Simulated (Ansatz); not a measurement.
Surface: monolayer graphene, 5x5 cell, one far atom fixed; cell 12.3 x 12.3 Å at 60°; in-plane lattice constant set by hand. Calculation: PBE-D3(BJ) (plane waves to 420 eV, PAW; Ansatz, a quantum-chemistry and plane-wave program). Sampling: 3x3x1 k points. The slab states were run without spin polarisation. Results hold for this cell, coverage and mesh. Electronic energies at 0 K: ends relaxed, saddle points by climbing-image NEB or a search from the band's top, no zero-point energy. A partial Hessian shows a single imaginary mode at the top, within the atoms moved. The ends were relaxed from one prepared geometry each.

Step: TMG dissociates at its Ga-C bond, Ga on C and C on C (ending with C(24)-C(a1), C(25)-Ga(a0)). Bonds to break: Ga(a0)-C(a1). Bonds to form or keep: C(24)-C(a1), C(25)-Ga(a0).

Relaxed start, atoms near the reaction:

| atom | x (Å) | y (Å) | z (Å) |
|---|---|---|---|
| C(5) | 3.710 | 4.961 | 1.002 |
| C(7) | 4.943 | 7.096 | 0.999 |
| C(13) | 4.943 | 2.825 | 0.999 |
| C(14) | 4.943 | 4.249 | 0.994 |
| C(15) | 6.176 | 4.960 | 0.983 |
| C(16) | 6.176 | 6.384 | 0.987 |
| C(17) | 7.409 | 7.097 | 0.985 |
| C(18) | 7.409 | 8.520 | 0.993 |
| C(21) | 6.176 | 0.689 | 1.005 |
| C(22) | 6.176 | 2.113 | 0.998 |
| C(23) | 7.409 | 2.825 | 0.988 |
| C(24) | 7.408 | 4.248 | 0.982 |
| C(25) | 8.642 | 4.961 | 0.983 |
| C(26) | 8.642 | 6.386 | 0.982 |
| C(27) | 9.875 | 7.097 | 0.987 |
| C(28) | 9.875 | 8.520 | 0.996 |
| C(31) | 8.642 | 0.690 | 1.002 |
| C(32) | 8.643 | 2.113 | 0.991 |
| C(33) | 9.876 | 2.825 | 0.985 |
| C(34) | 9.876 | 4.248 | 0.982 |
| C(35) | 11.109 | 4.961 | 0.989 |
| C(36) | 11.108 | 6.384 | 0.992 |
| C(42) | 11.109 | 2.113 | 0.994 |
| C(44) | 12.341 | 4.249 | 0.998 |
| Ga(a0) | 8.508 | 5.052 | 4.335 |
| C(a1) | 6.679 | 4.299 | 4.399 |
| H(a2) | 5.935 | 4.985 | 3.976 |
| H(a3) | 6.613 | 3.334 | 3.880 |
| H(a4) | 6.408 | 4.125 | 5.452 |
| C(a5) | 10.074 | 3.845 | 4.416 |
| H(a6) | 9.864 | 2.864 | 3.972 |
| H(a7) | 10.953 | 4.280 | 3.923 |
| H(a8) | 10.337 | 3.682 | 5.473 |
| C(a9) | 8.772 | 7.011 | 4.415 |
| H(a10) | 9.720 | 7.319 | 3.958 |
| H(a11) | 7.949 | 7.557 | 3.935 |
| H(a12) | 8.799 | 7.319 | 5.473 |

Question: What does the calculation give for this step?

Answer: Barrier 2.83 eV forward and 0.67 eV back, reaction energy +2.17 eV.

Question: How long are the bonds that change, at the top of the path?

Answer: 
```
pair          start (Å)  top (Å)  end (Å)
------------  ---------  -------  -------
C(24)-C(a1)        3.50     1.93     1.56
C(25)-Ga(a0)       3.36     2.27     2.25
Ga(a0)-C(a1)       1.98     2.32     2.81
```

Here TMG is trimethylgallium.
